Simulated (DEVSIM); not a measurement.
## abrupt GaAs p-n junction

System: abrupt GaAs p-n junction, at 300 K.

```tsv
layer (left to right)	material	thickness (μm)	Nd (cm⁻³)	Na (cm⁻³)	τn (s)	τp (s)
1	GaAs	37.0	-	6.6e15	1.2e-9	1.2e-8
2	GaAs	1.00	1.1e17	-	1.2e-8	1.2e-8
```

Left contact: ohmic. Right contact: ohmic. Voltage is applied to the left contact. Recombination: SRH at mid-gap. Mobility is constant in doping.

Constants are typed, rounded textbook-type inputs, not results; the design itself was drawn at random and stands for no fabricated device. Values at 300 K.

```tsv
parameter	GaAs
gap (eV)	1.424
affinity (eV)	4.07
permittivity	12.9
Nc (cm⁻³)	4.7e17
Nv (cm⁻³)	9e18
μn (cm²/Vs)	8500
μp (cm²/Vs)	400
```

Model (solved in DEVSIM): 1D drift-diffusion, Boltzmann statistics, complete ionisation; no tunnelling, impact ionisation, image-force lowering or self-heating.

```json
{
 "potential_step_across_the_device_at_zero_bias": "1.200 V",
 "largest_field_in_the_device_at_zero_bias": "45000 V/cm",
 "Dark forward voltage at 1 A/cm²": "0.976 V",
 "Dark forward voltage at 100 A/cm²": "1.577 V"
}
```

Small-signal capacitance in reverse bias (quasi-static):

| V (V) | C (nF/cm²) |
|---|---|
| -0.04 | 21.9 |
| -0.1 | 21.4 |
| -0.2 | 20.6 |
| -0.3 | 19.8 |
| -0.4 | 19.2 |
| -0.6 | 18.1 |
| -0.8 | 17.1 |
| -1 | 16.3 |
| -1.3 | 15.3 |
| -1.6 | 14.4 |
| -2 | 13.5 |

Dark reverse current:

```csv
V (V),J (A/cm²)
-0.04,-7.4e-11
-0.10,-1.4e-10
-0.20,-2.2e-10
-0.30,-2.9e-10
-0.40,-3.6e-10
-0.60,-4.8e-10
-0.80,-5.9e-10
-1.00,-7.0e-10
-1.30,-8.5e-10
-1.60,-9.8e-10
-2.00,-1.1e-9
```
